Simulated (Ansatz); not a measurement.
System: SiO₂ (model structure, started from the brookite type, Pbca, No. 61, 24 atoms in the cell). Method: r²SCAN+rVV10 (PAW; Ansatz, an electronic-structure program).

Run with plane-wave cutoff 560 eV, 8×4×8 k mesh (along the axes of the cell as run), Fermi–Dirac smearing 0.01 eV, scalar-relativistic PAW data made under PBE.

Cell (relaxed at this level):

```xyz
24
Lattice="4.6675 0.0000 0.0000 0.0000 8.2605 0.0000 0.0000 0.0000 4.9774" Properties=species:S:1:pos:R:3 pbc="T T T"
Si     0.5932     1.0566     4.4232
Si     2.9269     3.0737     0.5542
Si     1.7405     7.2039     1.9345
Si     4.0743     5.1868     3.0429
Si     4.0743     7.2039     0.5542
Si     1.7405     5.1868     4.4232
Si     2.9269     1.0566     3.0429
Si     0.5932     3.0737     1.9345
O      3.8208     0.0833     4.2285
O      1.4871     4.0469     0.7489
O      3.1804     8.1771     1.7398
O      0.8467     4.2136     3.2376
O      0.8467     8.1771     0.7489
O      3.1804     4.2136     4.2285
O      1.4871     0.0833     3.2376
O      3.8208     4.0469     1.7398
O      2.1306     1.9208     4.4198
O      4.4643     2.2094     0.5576
O      0.2032     6.3397     1.9311
O      2.5369     6.0510     3.0463
O      2.5369     6.3397     0.5576
O      0.2032     6.0510     4.4198
O      4.4643     1.9208     3.0463
O      2.1306     2.2094     1.9311
```

Q: What does this level give for the band gap?

A: 
* **band gap**: 6.92 eV (on the SCF k mesh)

Note: the relaxation could raise the start's symmetry but not lower it, so the cell can be a saddle point.

Computed values are for the static lattice.

It cost around 20 core-minutes (rough) of CPU time.

A model structure was made by putting elements into a prototype or built by hand; it is no filed structure, need not be a known phase, and can be a saddle point held by its symmetry.
